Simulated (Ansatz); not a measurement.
Take KTaO3 in the cubic perovskite structure (space group Pm-3m, No. 221) as the base.

```xyz
5
Lattice="3.9520 0.0000 0.0000 0.0000 3.9520 0.0000 0.0000 0.0000 3.9520" Properties=species:S:1:pos:R:3 pbc="T T T"
K      0.0000     0.0000     0.0000
Ta     1.9760     1.9760     1.9760
O      1.9760     0.0000     1.9760
O      0.0000     1.9760     1.9760
O      1.9760     1.9760     0.0000
```

Cartesian axes are those of the cell as printed.

Computed with Ansatz (a program for electronic structure), LDA, PAW, cutoff 420 eV, spin-orbit coupling left out.

Base values:

```
Item         Result
--------  ---------
Band gap    2.13 eV
Pressure  -0.01 GPa
```

Modification: tensor shear ε_xy = +0.33 % (engineering shear γ = 0.0066); the atoms relax in the strained cell.

Question: Estimate the effect on the band gap.

Answer: The band gap shrinks by 0.01 eV to 2.12 eV.

Question: What happens to the energy relative to the base?

Answer: The energy hardly moves.

Question: How does this affect the pressure?

Answer: The pressure (mean of the normal stresses, compression positive) is still -0.01 GPa.

With Ta present, leaving out spin-orbit coupling can change the band edges. Stability against distortions was not tested.
